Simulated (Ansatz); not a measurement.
## W₂C (P-3m1, No. 164; start mp-1008625): equilibrium volume per atom by level of theory

No measured value is used here.

| level (code) | value (Å³/atom) |
|---|---|
| LDA (Ansatz) | 12.14 |
| PBE (Ansatz) | ___ |
| PBEsol (Ansatz) | 12.34 |
| PBE-D3(BJ) (Ansatz) | 12.38 |
| PBE-D4 (Ansatz) | 12.39 |

Problem. Complete the blanks.

Solution. 
- PBE (Ansatz, a quantum-chemistry and plane-wave program), value (Å³/atom): 12.65

Density-functional levels without +SOC have no spin–orbit coupling. LDA, PBE, PBEsol, PBE-D3(BJ), PBE-D4: the relaxation could not lower the start's symmetry, so the cell can be a saddle point above a distorted one. Ansatz's density-functional and Hartree–Fock values are scalar-relativistic unless marked +SOC, with PAW data made under PBE.

A start named mp-… is a Materials Project structure, which can be a computed phase never made.
